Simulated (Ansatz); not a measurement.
Start from PbF₂ in the anatase structure (space group I4_1/amd, No. 141; a = 4.6512 Å, c = 12.8533 Å; a hypothetical phase, not in the database extracts checked). Axes: x, y, z lie along a, b, c of the conventional cell.

The values are results of PBEsol, PAW, 420 eV (Ansatz, an electronic-structure program; scalar-relativistic without spin-orbit coupling), not measurements.

Strains are applied to the cell and any free atomic positions relax; under biaxial strain the out-of-plane vector relaxes too.

One change was made to it. Results:

```json
[
 {"quantity": "volume per atom", "base": "23.17 Å³", "after": "22.63 Å³"},
 {"quantity": "pressure (mean of the normal stresses, compression positive)", "base": "0.00 GPa", "after": "1.19 GPa"},
 {"quantity": "energy relative to the base (free energy F)", "base": "0 meV/atom", "after": "+8.8 meV/atom"}
]
```

Q: Name the change that was made.
(A) biaxial strain −3.35 %, plane normal [001], relaxed out of plane
(B) isotropic strain +3.96 %
(C) isotropic strain −0.88 %

A: A, biaxial strain −3.35 %, plane normal [001], relaxed out of plane. For comparison, the energy relative to the base in the other runs: isotropic strain +3.96 % gives +44 meV/atom; isotropic strain −0.88 % gives +2.6 meV/atom.

No phonon test of stability was made.
